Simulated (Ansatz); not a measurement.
TiO2 (Pbca, No. 61) was calculated with PBE (PAW; Ansatz, a program for electronic structure).

Numerical settings: plane-wave cutoff 500 eV, 6×6×4 k mesh (along the axes of the cell as run), gaussian smearing 0.02 eV, no spin polarisation, scalar-relativistic PAW data made under PBE.

Computed at the level's own relaxed cell.

Question: Predict the volume per atom and band gap.

Answer: 
- volume per atom: 10.98 Å³/atom
- band gap: 2.40 eV (on the SCF k mesh)

Measured, for comparison: band gap 3.26 eV (temperature not stated, not corrected to a static lattice; as tabulated in Wikipedia's data pages). Computed (rounded) less measured: band gap -0.86 eV.

Note: the relaxation could not lower the start's symmetry, so the cell can be a saddle point above a distorted one.

Static lattice: no zero-point or thermal effects.
